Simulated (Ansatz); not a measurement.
Start from Pd in the fcc (Cu type) structure (space group Fm-3m, No. 225; a = 3.8414 Å; relaxed with 0.1 eV smearing). Axes: x, y, z lie along the cube axes.

The values are results of LDA (Ansatz, a program for electronic structure, PAW, spin-orbit coupling left out), not measurements.

Strains are applied to the cell and any free atomic positions relax; under biaxial strain the out-of-plane vector relaxes too.

One change was made to it. Results:

```csv
quantity,base,after
"pressure (mean of the normal stresses, compression positive)",0.0 GPa,-1.9 GPa
energy relative to the base (free energy F),0 meV/atom,+2.1 meV/atom
volume per atom,14.17 Å³,14.30 Å³
```

Problem. Name the change that was made.
A) biaxial strain +0.83 %, plane normal [111], relaxed out of plane
B) biaxial strain −1.25 %, plane normal [111], relaxed out of plane
C) biaxial strain +1.25 %, plane normal [111], relaxed out of plane
D) biaxial strain +2.50 %, plane normal [111], relaxed out of plane
E) biaxial strain −2.08 %, plane normal [111], relaxed out of plane

Solution. A, biaxial strain +0.83 %, plane normal [111], relaxed out of plane. For comparison, the energy relative to the base in the other runs: biaxial strain +2.50 %, plane normal [111], relaxed out of plane gives +18 meV/atom; biaxial strain −1.25 %, plane normal [111], relaxed out of plane gives +5.2 meV/atom; biaxial strain +1.25 %, plane normal [111], relaxed out of plane gives +4.7 meV/atom; biaxial strain −2.08 %, plane normal [111], relaxed out of plane gives +15 meV/atom.

Whether these cells are dynamically stable was not tested. All final runs are without spin polarisation. Pd lies near a magnetic instability that expansion can trigger; it was not tested.
